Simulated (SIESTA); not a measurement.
Input and output of a self-consistent single point for Sb (R-3m, 2 atoms in the cell) (SIESTA).

Method of the run: GGA PBEsol, numerical atomic orbitals DZP, PseudoDojo PBEsol standard norm-conserving potentials (rewritten from UPF to PSML) in SIESTA 5.4.2.

```yaml
crystal:
  lattice:
    - [2.16357, 1.24914, 3.80613]
    - [-2.16357, 1.24914, 3.80613]
    - [0.00000, -2.49827, 3.80613]
  atoms:
    - { symbol: Sb, position: [0.26826, 0.26826, 0.26826] }
    - { symbol: Sb, position: [0.73174, 0.73174, 0.73174] }
```

Reference input (self-consistent single point, DFT, GGA PBE, numerical atomic orbitals DZP, PseudoDojo PBE standard norm-conserving potentials (rewritten from UPF to PSML)): XC.functional = GGA; XC.authors = PBE; potentials = PseudoDojo PBE standard; PAO.BasisSize = DZP; PAO.EnergyShift = 0.01 Ry; MeshCutoff = 300 Ry; kgrid.MonkhorstPack = 8 8 8; OccupationFunction = FD; ElectronicTemperature = 1578.21 K; MaxSCFIterations = 150; SCF.Mixer.Method = Broyden; SCF.Mixer.Weight = 0.1. This run's input differs from it in these lines:

```diff
@@ -1,2 +1,2 @@
-# files in the folder: Sb.psml (PseudoDojo PBE standard)
+# files in the folder: Sb.psml (PseudoDojo PBEsol standard)
 SystemName  Sb
@@ -22,3 +22,3 @@
 XC.functional                GGA
-XC.authors                   PBE
+XC.authors                   PBEsol
 PAO.BasisSize                DZP
```

Output (repeated stretches shortened):

```
        iscf     Eharris(eV)        E_KS(eV)     FreeEng(eV)     dDmax    Ef(eV) dHmax(eV)
   scf:    1    -4939.383141    -4937.271809    -4937.294736  0.628480 -2.916140  2.825459
   scf:    2    -4937.379603    -4937.326435    -4937.349132  0.014631 -2.954904  2.437558
   scf:    3    -4937.562983    -4937.468159    -4937.489301  0.072803 -3.195303  0.135424
   scf:    4    -4937.470280    -4937.469245    -4937.490400  0.001599 -3.199830  0.093763
   scf:    5    -4937.472038    -4937.471068    -4937.492388  0.004027 -3.198244  0.007922
   scf:    6    -4937.471057    -4937.471063    -4937.492391  0.000175 -3.197442  0.005825
   scf:    7    -4937.471048    -4937.471055    -4937.492399  0.000217 -3.196371  0.003455
   scf:    8    -4937.471028    -4937.471042    -4937.492403  0.000268 -3.195149  0.000783
   scf:    9    -4937.471034    -4937.471038    -4937.492403  0.000065 -3.194846  0.000171
SCF Convergence by DM+H criterion
max |DM_out - DM_in|         :     0.0000651786
max |H_out - H_in|      (eV) :     0.0001713184
SCF cycle converged after 9 iterations

Using DM_out to compute the final energy and forces

siesta: E_KS(eV) =            -4937.4710

siesta: E_KS - E_eggbox =     -4937.4710

siesta: Atomic forces (eV/Ang):
     1   -0.000000   -0.000000   -0.584088
     2   -0.000000    0.000000    0.584088
   Tot   -0.000000    0.000000   -0.000000
   Max    0.584088
   Res    0.337223    sqrt( Sum f_i^2 / 3N )
   Max    0.584088    constrained

Stress tensor Voigt[x,y,z,yz,xz,xy] (kbar):       -2.94       -2.94       -0.55        0.00       -0.00        0.00
(Free)E + p*V (eV/cell)    -4937.4099
Target enthalpy (eV/cell)    -4937.4924

siesta: Program's energy decomposition (eV):
siesta: FreeEng =     -4937.492403

   [... lines left out ...]
siesta: Cell volume =         61.718521 Ang**3
siesta:           2.14241382        -24.60540530  kBar
   [... lines left out ...]

              0.120   0.080
   2 15.000   1.578   0.131   0.715   0.924   0.715   0.186   0.094   0.186
              2.004   2.006   2.005   2.006   2.004   0.080   0.120   0.046

              0.120   0.080

mulliken: Qtot =       30.000

Mulliken Atomic Populations:
Atom #   charge [q] valence [e]  Species
     1     0.000000   15.000000  Sb
     2    -0.000000   15.000000  Sb
 Total    -0.000000
```

The run converged in 9 iterations. Against the reference run the pressure goes from 2.85 to 0.21 GPa and the largest force goes from 0.640 to 0.584 eV/Å.

The starting cell comes from a database of computed structures (which also holds hypothetical and non-ambient phases and stackings), without a prior relaxation at this level. Its lattice was rescaled by a random factor within 2.5 % of one. Values carry the incompleteness of an atom-centred basis.
